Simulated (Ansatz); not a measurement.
The parent structure is KTaO$_{3}$ in the cubic perovskite structure (space group Pm-3m, No. 221; a = 3.9893 Å). Axes: x, y, z lie along the cube axes.

Computed with r2SCAN, PAW, 500 eV (Ansatz, an electronic-structure program; spin-orbit coupling left out), earlier PAW set.

Perturbation: tensor shear ε_xy = −0.40 % (engineering shear γ = -0.0080); the atoms relax in the strained cell.

**Question.** Predict the stress tensor and what it implies for the stiffness.

**Answer.** Stress of the strained cell less that of the base (GPa, compression positive):
```
   0.00    0.86    0.00
   0.86    0.00    0.00
   0.00    0.00    0.00
```

Then −Δσ/γ with γ = 2ε = -0.0080 gives relaxed-ion elastic constants: C66 ≈ 108 GPa.

Stability against distortions was not tested.
